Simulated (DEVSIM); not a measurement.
Structure: abrupt Si p-n junction, at 300 K.

```csv
layer (left to right),material,thickness (μm),Nd (cm⁻³),Na (cm⁻³),τn (s),τp (s)
1,Si,0.250,-,8.2e17,0.00069,0.00069
2,Si,2.40,8.3e15,-,0.00069,0.00069
```

Left contact: ohmic. Right contact: ohmic. Voltage is applied to the left contact. Recombination: SRH at mid-gap. Mobility is constant in doping.

The device is made up for the run: typed textbook-type constants, with dimensions and the other settings drawn at random. Values at 300 K.

```
parameter           Si
-------------  -------
gap (eV)         1.124
affinity (eV)     4.05
permittivity      11.7
Nc (cm⁻³)      2.86e19
Nv (cm⁻³)       3.1e19
μn (cm²/Vs)       1417
μp (cm²/Vs)        470
```

Simulated with DEVSIM: 1D drift-diffusion, Boltzmann statistics, complete ionisation; no tunnelling, impact ionisation, image-force lowering or self-heating.

### Question
Tabulate band edges, carrier densities and field at -5.0 V on the left contact.

### Answer
Energies count from the Fermi level of the right contact; mesh points crowd at the junctions.

```
x (μm)   Ec (eV)  Ev (eV)  n (cm⁻³)  p (cm⁻³)  field (V/cm)
-------  -------  -------  --------  --------  ------------
0.000      6.030    4.906       140    8.2e17           ≈ 0
0.01595    6.030    4.906       130    8.2e17           ≈ 0
0.04037    6.030    4.906       120    8.2e17           ≈ 0
0.07777    6.030    4.906     < 1e2    8.2e17           ≈ 0
0.1484     6.030    4.906     < 1e2    8.2e17           ≈ 0
0.1941     6.030    4.906     < 1e2    8.2e17           ≈ 0
0.2239     6.030    4.906     < 1e2    8.1e17         -1000
0.2479     5.969    4.845     < 1e2    7.8e16        -98000
0.2621     5.801    4.677     < 1e2    1.2e14       -120000
0.2870     5.507    4.383     < 1e2     1.3e9       -120000
0.3289     5.030    3.906     < 1e2     < 1e2       -110000
0.4296     3.979    2.855     < 1e2     < 1e2        -98000
0.5687     2.739    1.615     < 1e2     < 1e2        -80000
0.8027     1.214    0.090     < 1e2     < 1e2        -50000
1.411      0.211   -0.913    8.3e15      2100           -37
1.917      0.211   -0.913    8.3e15      6900           ≈ 0
2.224      0.211   -0.913    8.3e15      9900           ≈ 0
2.407      0.211   -0.913    8.3e15     12000           ≈ 0
2.539      0.211   -0.913    8.3e15     13000           ≈ 0
2.594      0.211   -0.913    8.3e15     13000           ≈ 0
2.627      0.211   -0.913    8.3e15     14000           ≈ 0
2.650      0.211   -0.913    8.3e15     14000           ≈ 0
```
